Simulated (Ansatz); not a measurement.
The parent structure is LaN in the zinc blende structure (space group F-43m, No. 216; a = 5.546 Å; a hypothetical phase, not in the database extracts checked). Axes: x, y, z lie along the cube axes.

Modification: tensile biaxial strain of 0.53 % in the plane normal to [111], as in epitaxy on a mismatched substrate; the out-of-plane cell vector and the atoms relax.

Levels (all Ansatz, a program for electronic structure, PAW): PBEsol (420 eV, spin-orbit coupling left out); r2SCAN (500 eV, without spin-orbit coupling); HSE06 (420 eV, without spin-orbit coupling).

One geometry, relaxed with PBEsol, under each level:

```tsv
level	band gap	lowest conduction level above the VBM at special points	electron mass	pressure
PBEsol	1.06 eV	Γ 1.06 eV; S₀ 2.04 eV; S₂ 2.04 eV; F 2.21 eV	0.39 mₑ (at Γ)	-0.44 GPa
r2SCAN	1.52 eV	Γ 1.52 eV; S₀ 2.38 eV; S₂ 2.38 eV; F 2.55 eV	0.41 mₑ (at Γ)	2.50 GPa
HSE06	2.19 eV	Γ 2.19 eV; S₀ 3.00 eV; S₂ 3.00 eV	–	–
```

Single points use the geometry relaxed with PBEsol. Their cutoffs differ, which shifts pressures a little. HSE06 gaps are upper bounds (no full band path). Masses are band curvatures over ±0.01 Å⁻¹ around the edge. No phonon test of stability was made. k-point labels follow each cell's own Brillouin zone.
